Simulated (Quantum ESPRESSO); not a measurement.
Density of states of a sheet of TiTe₂ (3 atoms in the cell).

```
CELL_PARAMETERS angstrom
      3.87897     0.00000     0.00000
     -1.93948     3.35928     0.00000
      0.00000     0.00000    17.17063
ATOMIC_POSITIONS crystal
  Ti 0.00000 0.00000 0.50000
  Te 0.33333 0.66667 0.59233
  Te 0.66667 0.33333 0.40767
```

Computed with PBE, PseudoDojo standard norm-conserving (PBE) pseudopotentials (plane waves; Quantum ESPRESSO).

SCF settings: ecutwfc = 85 Ry; occupations = smearing; smearing = fd; degauss = 0.0073499 Ry; potentials = {Ti: Ti.upf, Te: Te.upf}; K_POINTS = automatic 7 7 1 0 0 0; conv_thr = 1e-09 Ry; mixing_beta = 0.3. Keys of the DOS step: nscf.calculation = nscf; nscf.verbosity = high; nscf.occupations = tetrahedra_opt; nscf.nbnd = 29; nscf.startingwfc = random; nscf.diago_thr_init = 1e-06; nscf.K_POINTS = automatic 11 11 1 0 0 0; dos.x.fildos = dos.dat; dos.x.Emin = -15 eV; dos.x.Emax = 30 eV; dos.x.DeltaE = 0.1 eV.

The starting cell was generated: these elements placed on a structure prototype, without a prior relaxation; it need not be a known phase or ordering of this composition. Its lattice was rescaled in the plane by a random factor within 2.5 % of one. Spin-orbit coupling is off. Spin polarisation is off, so a magnetic state, if there is one, cannot be reached.

Total DOS (both spins), as means of the tabulated values in each energy bin; the zero is the program's Fermi level or highest filled level, and the curve is cut to this window:

(E (eV), states/eV/cell): (-7.75, 0.00); (-7.25, 0.00); (-6.75, 0.00); (-6.25, 0.00); (-5.75, 0.00); (-5.25, 0.00); (-4.75, 0.55); (-4.25, 1.45); (-3.75, 3.90); (-3.25, 1.42); (-2.75, 2.03); (-2.25, 3.69); (-1.75, 3.19); (-1.25, 2.59); (-0.75, 2.01); (-0.25, 0.87); (0.25, 6.69); (0.75, 3.96); (1.25, 3.12); (1.75, 0.00); (2.25, 2.80); (2.75, 3.78)

Around zero the curve holds about 1.4 states/eV/cell.
